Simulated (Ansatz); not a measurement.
Input and output of a self-consistent single point for CuAu (P4mm, 2 atoms in the cell) (Ansatz, a quantum-chemistry and plane-wave program).

Method of the run: PBEsol, default PAW files made with PBE (plane waves; Ansatz).

```
CuAu
1.0
    2.81400     0.00000     0.00000
    0.00000     2.81400     0.00000
    0.00000     0.00000     3.68835
Cu Au
1 1
Cartesian
  0.00000   0.00000   0.05000
  1.40700   1.40700   1.84417
```

Reference input (self-consistent single point, DFT, PBEsol, plane waves, default PAW files made with PBE): basis.ecutwfc = 30.9 Ry; kpoints.mp_grid.grid = 12 12 9; hamiltonian.xc = pbesol; hamiltonian.pseudopotentials = {kind: paw} (the program's default PAW files); scf.occupations.method = fermi_dirac; scf.occupations.width = 0.0073 Ry. This run's input differs from it in these lines:

Ansatz 0.2 input:
```diff
@@ -13,3 +13,3 @@
   mp_grid:
-    grid: [12, 12, 9]
+    grid: [7, 7, 6]
 hamiltonian:
@@ -21,3 +21,3 @@
     method: fermi_dirac
-    width: 0.0073 Ry
+    width: 0.0015 Ry
 output:
```

Output, abridged:

```
SCF iter   1: F=—  HF=-19596.004663 eV  |F-HF|=—  |Δ(HF+E_count)|=         —  Δρ=1.60e-2  dr2=4.49e-2  ethr=1.77e-3  ⟨swp⟩=5.0  Hψ=3613  notcnv=0
all-band conjugate gradients solve this SCF's bands
preconditioner: auto → none
SCF iter   2: F=—  HF=-19595.995923 eV  |F-HF|=—  |Δ(HF+E_count)|=   8.74e-3  Δρ=1.64e-3  dr2=4.02e-4  ethr=1.18e-4  ⟨swp⟩=2.0  Hψ=1637  notcnv=0  defer=3
SCF iter   3: F=—  HF=-19595.995632 eV  |F-HF|=—  |Δ(HF+E_count)|=   2.91e-4  Δρ=1.16e-3  dr2=2.22e-4  ethr=1.06e-6  ⟨swp⟩=2.0  Hψ=1804  notcnv=0  defer=3
SCF iter   4: F=—  HF=-19595.995624 eV  |F-HF|=—  |Δ(HF+E_count)|=   8.27e-6  Δρ=4.02e-4  dr2=3.32e-5  ethr=5.85e-7  ⟨swp⟩=1.0  Hψ=917  notcnv=0  defer=3
SCF iter   5: F=—  HF=-19595.995637 eV  |F-HF|=—  |Δ(HF+E_count)|=   1.29e-5  Δρ=7.45e-5  dr2=1.06e-6  ethr=8.74e-8  ⟨swp⟩=2.3  Hψ=1142  notcnv=0  defer=3
SCF iter   6: F=-19595.995637 eV  HF=-19595.995637 eV  |F-HF|=4.10e-8  |Δ(HF+E_count)|=   7.64e-8  Δρ=1.05e-5  dr2=5.42e-8  ethr=2.63e-10  ⟨swp⟩=5.3  Hψ=3968  notcnv=0
SCF 1 converged in 6 iterations: F = -19595.995637 eV  dr2 = 5.42e-8
Free energy (F): -19595.995637 eV
Internal energy: -19595.995231 eV  (E = F + TS)
E sigma→0 (E₀):  -19595.995434 eV
Entropy (-TS):   -0.000406 eV (-0.203 meV/atom)
Fermi energy:    19.009499 eV
--- Forces (eV/Å), atoms counted from 1 ---
  atom   1  Cu    -0.00000000     0.00000000    -0.30386790
  atom   2  Au     0.00000000     0.00000000     0.30341018
--- Stress (GPa, compression-positive) ---
       -4.278198       0.000000       0.000000
        0.000000      -4.278198       0.000000
        0.000000       0.000000      -3.664852
  P = ⅓ Tr σ = -4.0737 GPa (-40.737 kbar)
  The stress holds the Pulay correction. Without it, at fixed plane waves, as pw.x and ABINIT print it: P = -4.1493 GPa
```

The run converged in 6 iterations. Against the reference run the free energy drops by 12.2 meV/atom, the pressure stays near -4.07 GPa while the zz stress (positive for compression) goes from -4.71 to -3.66 GPa and the largest force hardly changes (0.313 to 0.304 eV/Å).

The starting cell has typed, rounded lattice constants, without a prior relaxation at this level. Its lattice was rescaled by up to half a per cent. One atom was moved a little off its site on purpose. Spin polarisation is off. With a pressure of about -4 GPa the cell is away from its equilibrium volume at this level. Ansatz's pressure includes its estimate of the finite-basis (Pulay) stress.
